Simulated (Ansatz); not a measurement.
System: fluorite HfO₂ (high-temperature phase). Method: PBE0-D3(BJ) in Ansatz (PAW).

Settings: plane-wave cutoff 460 eV, 8×8×8 k mesh, Fermi–Dirac smearing 0.01 eV, scalar-relativistic PAW data made under PBE.

Equation-of-state points:

```json
[
 {"V (Å³/atom)": "10.074", "E − E_lowest (meV/atom)": "26.23"},
 {"V (Å³/atom)": "10.340", "E − E_lowest (meV/atom)": "6.46"},
 {"V (Å³/atom)": "10.605", "E − E_lowest (meV/atom)": "0.00"},
 {"V (Å³/atom)": "10.744", "E − E_lowest (meV/atom)": "1.38"},
 {"V (Å³/atom)": "10.870", "E − E_lowest (meV/atom)": "5.22"},
 {"V (Å³/atom)": "11.135", "E − E_lowest (meV/atom)": "20.70"}
]
```

Question: Fit the third-order Birch–Murnaghan equation and give B0 and B′.

Answer: V0 = 10.613 Å³/atom, B0 = 281 GPa, B′ = 4.2 (fit to the energies at full precision).

Measured, for comparison: bulk modulus 242 ± 16 GPa (room temperature, not corrected to a static lattice, nanocrystalline cubic HfO2, second-order Birch-Murnaghan; as tabulated in High-pressure structural stability, equation of state, and thermal expansion …). Computed (rounded) less measured: bulk modulus +16 %.

Note: symmetry holds this phase in the static calculation, where it need not be a minimum; held by symmetry at 0 K, a high-temperature phase can be a saddle point.

Spin–orbit coupling is not included.

Computed values are for the static lattice.

Ansatz is a first-principles code.
